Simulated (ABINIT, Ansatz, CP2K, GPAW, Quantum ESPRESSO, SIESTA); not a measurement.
## Code comparison for Ni3Si (Pm-3m, 4 atoms in the cell)

Self-consistent single point.

```
Ni3Si
1.0
    3.59670     0.00000     0.00000
    0.00000     3.59670     0.00000
    0.00000     0.00000     3.59670
Si Ni
1 3
Direct
  0.00000   0.00000   0.00000
  0.00000   0.50000   0.50000
  0.50000   0.00000   0.50000
  0.50000   0.50000   0.00000
```

Shared settings, as Ansatz (an electronic-structure program) writes them: kpoints.mp_grid.grid = 7 7 7; scf.occupations.method = gaussian; scf.occupations.width = 0.272 eV. Potentials and cutoffs stand in the table.

| code | model | pressure (GPa) | cutoff |
|---|---|---|---|
| GPAW | PBEsol, GPAW PAW datasets PBEsol (made by gpaw-setup) | -19.31 | 800 eV |
| ABINIT | PBEsol, norm-conserving pseudopotentials (PseudoDojo nc-sr-04 PBEsol standard) | -20.96 | 49 Ha |
| Quantum ESPRESSO | PBEsol, GBRV 1.5 ultrasoft (PBESOL) pseudopotentials | -20.91 | 50 Ry |
| Ansatz | PBEsol, default PAW files made with PBE | -21.02 | 420 eV |
| SIESTA | GGA PBEsol, numerical atomic orbitals DZP, PseudoDojo PBEsol standard norm-conserving potentials (rewritten from UPF to PSML) | -23.21 | grid 400 Ry |
| CP2K | PBEsol, GPW, DZVP-MOLOPT-SR-GTH basis, GTH-PBE potentials (GTH_POTENTIALS) | -19.43 | grid 600 Ry |

On Ansatz's run: spin polarisation is off.

The spread over the programs that give each value: pressure within 3.90 GPa.

SIESTA and CP2K use small atom-centred bases, whose incompleteness enters pressures, forces and empty levels differently from a plane-wave cutoff. Ansatz's pressure is given at a fixed set of plane waves, as the other plane-wave codes print theirs; with its correction for the finite basis it is -20.98 GPa. In the pressure, GPAW (by 1.62), SIESTA (by 2.27) and CP2K (by 1.51) lie more than 1 GPa from the median of the plane-wave programs.

The starting cell has typed, rounded lattice constants, without a prior relaxation at this level. Its lattice was rescaled by a random factor within 2.5 % of one.

Left out of this page: Elk and FLEUR (not drawn, or without a comparable value).

Keys are those of Ansatz 0.2.
